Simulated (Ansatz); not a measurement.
**MgO: band gap against strain**

MgO (rock salt, Fm-3m, 9.355 Å³/atom at rest) under an equal strain ε in the (111) plane with the normal axis free, as in a coherent film. PBEsol in Ansatz, a plane-wave DFT program (PAW, default set), 420 eV, 13×13×13 Γ-centred mesh, Fermi-Dirac smearing 0.05 eV; ions are relaxed within the symmetry of each cell. Gaps are the smallest over the k-mesh and a band path, without spin-orbit coupling; in all rows the valence edge lies at Γ and the conduction edge at Γ.

Here s stands for strain and Eg for gap.

| strain (%) | gap (eV) |
|---|---|
| 0.00 | 4.620 |
| 0.42 | 4.526 |
| 0.83 | 4.434 |
| 1.25 | 4.341 |
| 2.50 | ? |

Problem. Using a straight line, estimate the missing Eg at s = 2.50 from the other rows, showing the fit.

Solution. Means: s 0.62500, Eg 4.4803. About the means, the sum of products is -0.19323 and the sum of squares of s is 0.86530; the slope is their ratio. Least squares gives Eg = 4.6198 - 0.22332·s. Residuals (row less fit): 0.0002, 0.0000, -0.0004, 0.0004; standard error 0.0004 (degrees of freedom: 2). Over these rows the gap moves by -22 ± 0.05 eV per unit strain. At the withheld row, Eg = 4.6198 - 0.22332 × 2.50 = 4.0615 eV. The calculation gives 4.068 eV, 0.0065 eV above the prediction (1.2 % of the range of Eg in the table). The row lies outside the fitted rows, so this is an extrapolation. The fitted rows scatter only by rounding.

One order more, fitted to all 7 runs of the series, follows each within 0.001, so the miss is the next term of a smooth law. Rows are the converged runs of the series near zero and its far end; series whose fitted rows scatter by over a few per cent of the range, as at a crossing or softening among them, aren't shown in this form. Most that stay on the fit to the last digits aren't either.
